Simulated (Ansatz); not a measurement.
A self-consistent single point of Li₃Au (I4mm, 4 atoms in the cell) with Ansatz (a first-principles code).

Computed with PBEsol, harder PAW files (source: ansatz) made with PBE (plane waves; Ansatz).

```
Li3Au
1.0
    0.00000     3.11605     3.11605
    3.11605     0.00000     3.11605
    3.11605     3.11605     0.00000
Li Au
3 1
Direct
  0.25000   0.25000   0.25000
  0.75000   0.75000   0.75000
  0.50802   0.50802   0.49198
  0.00000   0.00000   0.00000
```

Reference input (self-consistent single point, DFT, PBEsol, plane waves, default PAW files made with PBE): basis.ecutwfc = 30.9 Ry; kpoints.mp_grid.grid = 9 9 9; hamiltonian.xc = pbesol; hamiltonian.pseudopotentials = {kind: paw} (the program's default PAW files); scf.occupations.method = gaussian; scf.occupations.width = 0.0073 Ry. This run's input differs from it in these lines:

Ansatz 0.2 input:
```diff
@@ -11,3 +11,3 @@
 basis:
-  ecutwfc: 30.9 Ry
+  ecutwfc: 86.0 Ry
 kpoints:
@@ -19,2 +19,3 @@
     kind: paw
+    source: ansatz
 scf:
```

Output, abridged:

```
SCF iter   1: F=—  HF=-13653.414949 eV  |F-HF|=—  |Δ(HF+E_count)|=         —  Δρ=1.66e-1  dr2=2.85e1  ethr=3.10e-3  ⟨swp⟩=4.6  Hψ=6086  notcnv=0
all-band conjugate gradients solve this SCF's bands
preconditioner: auto → Kerker (q_TF=auto, 2.399 Å⁻¹)
SCF iter   2: F=—  HF=-13649.721336 eV  |F-HF|=—  |Δ(HF+E_count)|=    3.69e0  Δρ=7.85e-2  dr2=6.64e0  ethr=3.10e-3  ⟨swp⟩=3.1  Hψ=3501  notcnv=0  defer=14
   [... lines left out ...]
SCF iter   6: F=—  HF=-13648.225135 eV  |F-HF|=—  |Δ(HF+E_count)|=   1.40e-5  Δρ=2.01e-4  dr2=4.11e-5  ethr=1.23e-6  ⟨swp⟩=2.2  Hψ=1962  notcnv=0  defer=16
SCF iter   7: F=—  HF=-13648.225051 eV  |F-HF|=—  |Δ(HF+E_count)|=   8.37e-5  Δρ=7.80e-5  dr2=5.92e-6  ethr=1.47e-7  ⟨swp⟩=2.0  Hψ=1921  notcnv=0  defer=16
SCF iter   8: F=—  HF=-13648.225049 eV  |F-HF|=—  |Δ(HF+E_count)|=   1.89e-6  Δρ=1.51e-5  dr2=2.53e-7  ethr=2.12e-8  ⟨swp⟩=2.1  Hψ=2244  notcnv=0  defer=16
SCF iter   9: F=-13648.225049 eV  HF=-13648.225049 eV  |F-HF|=6.10e-9  |Δ(HF+E_count)|=   6.71e-8  Δρ=3.23e-6  dr2=1.03e-8  ethr=3.57e-10  ⟨swp⟩=8.8  Hψ=7726  notcnv=0
SCF 1 converged in 9 iterations: F = -13648.225049 eV  dr2 = 1.03e-8
Free energy (F): -13648.225049 eV
Internal energy: -13648.216150 eV  (E = F + TS)
E sigma→0 (E₀):  -13648.220599 eV
Entropy (-TS):   -0.008900 eV (-2.225 meV/atom)
Fermi energy:    7.175179 eV
--- Forces (eV/Å), atoms counted from 1 ---
  atom   1  Li     0.00000000    -0.00000000     0.05003852
  atom   2  Li    -0.00000000     0.00000000     0.05003852
  atom   3  Li    -0.00000000     0.00000000    -0.09525034
  atom   4  Au     0.00000000     0.00000000    -0.00484180
--- Stress (GPa, compression-positive) ---
       -0.172272       0.000000      -0.000000
        0.000000      -0.172272       0.000000
       -0.000000       0.000000      -0.196615
  P = ⅓ Tr σ = -0.1804 GPa (-1.804 kbar)
  The stress holds the Pulay correction. Without it, at fixed plane waves, as pw.x and ABINIT print it: P = -0.1831 GPa
```

The run converged in 9 iterations. Against the reference run the pressure moves little (-0.17 to -0.18 GPa) and the largest force stays at 0.095 eV/Å.

The starting cell comes from a database of computed structures (which also holds hypothetical and non-ambient phases and stackings), without a prior relaxation at this level. Its lattice was rescaled by up to half a per cent. One atom was moved a little off its site on purpose. Ansatz's pressure includes its estimate of the finite-basis (Pulay) stress.

Cost on one core of a shared machine: roughly 60 s.
